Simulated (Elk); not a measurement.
Band structure of Ge3Rh (I4/mmm, 4 atoms in the cell).

```yaml
crystal:
  lattice:
    - [-2.12256, 2.12256, 3.73766]
    - [2.12256, -2.12256, 3.73766]
    - [2.12256, 2.12256, -3.73766]
  atoms:
    - { symbol: Ge, position: [0.75000, 0.25000, 0.50000] }
    - { symbol: Ge, position: [0.25000, 0.75000, 0.50000] }
    - { symbol: Ge, position: [0.50000, 0.50000, 0.00000] }
    - { symbol: Rh, position: [0.00000, 0.00000, 0.00000] }
```

Computed with LDA (PW92), all-electron FP-LAPW, Elk's shipped species files, APW+lo basis with extra local orbitals (Elk 10.2.4).

Settings: rgkmax = 8; stype = 0; swidth = 0.00183747 Ha; ngridk = 8 8 8; gmaxvr = 14 1/bohr; nxlo = 2; lorbcnd = true; lmaxi = 3; maxscl = 100.

The starting cell comes from a database of computed structures (which also holds hypothetical and non-ambient phases and stackings), without a prior relaxation at this level. Spin polarisation is off. Values depend on the basis (sphere radii, cutoffs, local orbitals), which need not be converged.

Levels in eV from the Fermi level, bands 27 to 34:
| point | 27 | 28 | 29 | 30 | 31 | 32 | 33 | 34 |
|---|---|---|---|---|---|---|---|---|
| Γ | -1.93 | -1.20 | -0.71 | -0.71 | 1.31 | 1.31 | 1.64 | 3.13 |
| X | -1.66 | -1.46 | -0.83 | -0.36 | 2.32 | 3.27 | 3.42 | 5.56 |
| Y | -1.77 | -1.19 | -0.38 | 0.00 | 1.86 | 3.26 | 3.96 | 4.46 |
| S | -1.99 | -1.29 | -0.98 | 0.42 | 2.64 | 2.83 | 3.55 | 3.80 |
| Z | -2.14 | -1.80 | -0.65 | -0.36 | 3.46 | 4.23 | 4.47 | 4.47 |
| S1 | -1.99 | -1.29 | -0.98 | 0.42 | 2.64 | 2.83 | 3.55 | 3.80 |
| N | -1.73 | -0.84 | -0.48 | -0.03 | 0.59 | 1.19 | 3.02 | 5.31 |
| P | -1.66 | -1.47 | -0.72 | 0.15 | 0.15 | 0.55 | 6.10 | 6.62 |
| Y1 | -1.77 | -1.19 | -0.38 | 0.00 | 1.86 | 3.26 | 3.96 | 4.46 |

Bands cross the Fermi level along this path, so the cell is metallic at this level.
